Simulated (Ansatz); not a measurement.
Input and output of a zone-centre phonon calculation for LuSi2Os2 (I4/mmm, 5 atoms in the cell) (Ansatz, an electronic-structure program).

Method: LDA (PW92), default PAW files made with PBE (plane waves; Ansatz).

```xyz
5
Lattice="-2.0843 2.0843 4.7288 2.0843 -2.0843 4.7288 2.0843 2.0843 -4.7288" Properties=species:S:1:pos:R:3 pbc="T T T"
Lu     0.0000     0.0000     0.0000
Si     0.0000     0.0000     5.9408
Si     0.0000     0.0000     3.5168
Os     0.0000     2.0843     2.3644
Os     2.0843     0.0000     2.3644
```

Reference input (self-consistent single point, DFT, LDA (PW92), plane waves, default PAW files made with PBE): basis.ecutwfc = 420 eV; kpoints.mp_grid.grid = 9 9 9; hamiltonian.xc = lda; hamiltonian.pseudopotentials = {kind: paw} (the program's default PAW files); scf.occupations.method = gaussian; scf.occupations.width = 0.1 eV. This run's input differs from it in these lines:

Ansatz 0.2 input:
```diff
@@ -13,3 +13,3 @@
 basis:
-  ecutwfc: 420.0
+  ecutwfc: 505.0
 kpoints:
@@ -21,6 +21,4 @@
   occupations: { method: gaussian, width: 0.1 }
-output:
-  forces: true
-  eigenvalues: true
-  stress: true
+phonons:
+  method: dfpt
```

Output (repeated stretches shortened):

```
SCF iter   1: F=—  HF=-37950.661841 eV  |F-HF|=—  |Δ(HF+E_count)|=         —  Δρ=6.49e-3  dr2=4.06e-2  ethr=1.77e-3  ⟨swp⟩=6.4  Hψ=21241  notcnv=0
all-band conjugate gradients solve this SCF's bands
preconditioner: auto → Kerker (q_TF=auto, 2.624 Å⁻¹)
SCF iter   2: F=—  HF=-37950.654703 eV  |F-HF|=—  |Δ(HF+E_count)|=   7.14e-3  Δρ=3.44e-3  dr2=1.16e-2  ethr=6.24e-5  ⟨swp⟩=2.3  Hψ=9800  notcnv=0
   [... lines left out ...]
SCF iter   8: F=—  HF=-37950.652385 eV  |F-HF|=—  |Δ(HF+E_count)|=   2.06e-9  Δρ=4.33e-6  dr2=1.39e-8  ethr=1.61e-10  ⟨swp⟩=2.2  Hψ=8351  notcnv=0
SCF iter   9: F=—  HF=-37950.652385 eV  |F-HF|=—  |Δ(HF+E_count)|=   3.96e-9  Δρ=7.35e-7  dr2=5.68e-10  ethr=2.14e-11  ⟨swp⟩=2.0  Hψ=8421  notcnv=0
SCF iter  10: F=—  HF=-37950.652385 eV  |F-HF|=—  |Δ(HF+E_count)|=  4.37e-11  Δρ=1.92e-7  dr2=5.94e-11  ethr=1.00e-12  ⟨swp⟩=2.4  Hψ=8699  notcnv=0
SCF iter  11: F=-37950.652385 eV  HF=-37950.652385 eV  |F-HF|=7.28e-12  |Δ(HF+E_count)|=  5.09e-11  Δρ=3.22e-8  dr2=4.71e-13  ethr=1.00e-12  ⟨swp⟩=12.3  Hψ=33366  notcnv=0
SCF 1 converged in 11 iterations: F = -37950.652385 eV  dr2 = 4.71e-13
DFPT response loops at Γ: preconditioner auto → Kerker (q_TF=auto, 2.624 Å⁻¹) (partly filled bands, converged f_vac=0.000) …
Free energy (F): -37950.652385 eV
Internal energy: -37950.639587 eV  (E = F + TS)
E sigma→0 (E₀):  -37950.645986 eV
Entropy (-TS):   -0.012798 eV (-2.560 meV/atom)
Fermi energy:    16.601983 eV
--- Phonons (Γ-DFPT): 6 representative perturbations + reference, on 125 of 729 k-points (Σ response iterations 21) ---
  k mesh reduced under 4 symmetry operations, with k and −k counted as one. Each operation leaves every solved displacement unchanged or reverses it
  ASR residual: 6.613e-5 → 0.000e0 eV/Å²; symmetrization residual: 9.189e-6 eV/Å²
  ASR residual per site (eV/Å²): 5.96e-5 1.13e-5 1.13e-5 6.61e-5 6.61e-5
  Γ frequencies (cm⁻¹): 0.00 0.00 0.00 89.81 89.81 90.77 128.71 135.26 135.26 340.98 375.70 375.70 382.01 382.01 430.35
  non-analytic LO–TO correction: not included (Born effective charges unavailable; polar crystals: no LO–TO splitting at Γ)
```

The run converged in 11 iterations. 

Summary of the result:
```
Quantity                                                                                                            Result
--------------------------------------------------------  ----------------------------------------------------------------
Free energy E − TS (on the zero of these files)                                                             -37950.6524 eV
Fermi level (on the code's own zero)                                                                              16.60 eV
Zone-centre frequencies (cm⁻¹; negative means imaginary)  0, 0, 0, 90, 90, 91, 129, 135, 135, 341, 376, 376, 382, 382, 430
```

The starting cell comes from a database of computed structures (which also holds hypothetical and non-ambient phases and stackings), without a prior relaxation at this level. Its lattice was rescaled by up to half a per cent. Spin polarisation is off.

Cost on one core of a shared machine: roughly 9 min.
